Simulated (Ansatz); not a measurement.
Pressure series in Si3N4

The parent structure is Si3N4 (space group Fd-3m, No. 227).

```
CELL_PARAMETERS angstrom
      0.00000     3.87184     3.87184
      3.87184     0.00000     3.87184
      3.87184     3.87184     0.00000
ATOMIC_POSITIONS crystal
  Si 0.62500 0.62500 0.62500
  Si 0.12500 0.62500 0.62500
  Si 0.62500 0.12500 0.62500
  Si 0.62500 0.62500 0.12500
  Si 0.25000 0.25000 0.25000
  Si 0.00000 0.00000 0.00000
  N  0.86755 0.86755 0.86755
  N  0.39735 0.86755 0.86755
  N  0.86755 0.39735 0.86755
  N  0.86755 0.86755 0.39735
  N  0.38245 0.38245 0.38245
  N  0.85265 0.38245 0.38245
  N  0.38245 0.85265 0.38245
  N  0.38245 0.38245 0.85265
```

Cell and atoms are relaxed at each pressure.

Level of theory: Ansatz (a quantum-chemistry and plane-wave program), PBEsol, PAW, cutoff 420 eV, without spin-orbit coupling.

Two rows of this table had their results exchanged by mistake.

| pressure | volume per atom (Å³) | shortest distance (Å) | band gap |
|---|---|---|---|
| pressure −2 GPa | 8.35 | 1.781 | 3.26 eV |
| pressure −1 GPa | 8.32 | 1.779 | 3.28 eV |
| pressure 0.3 GPa | 8.28 | 1.776 | 3.29 eV |
| pressure 0.7 GPa | 8.16 | 1.766 | 3.35 eV |
| pressure 1.5 GPa | 8.25 | 1.773 | 3.31 eV |
| pressure 3 GPa | 8.21 | 1.770 | 3.33 eV |
| pressure 5 GPa | 8.27 | 1.775 | 3.30 eV |
| pressure 7.5 GPa | 8.10 | 1.761 | 3.38 eV |
| pressure 10 GPa | 8.04 | 1.756 | 3.41 eV |

Which two?

The rows for pressure 0.7 GPa and pressure 5 GPa: the volume has to fall steadily with pressure, so 8.27 Å³ belongs to pressure 0.7 GPa and 8.16 Å³ to pressure 5 GPa.

Load acts through the strain it causes; cell and atoms are relaxed under it. No phonon test of stability was made. Competing high-pressure phases were not computed.
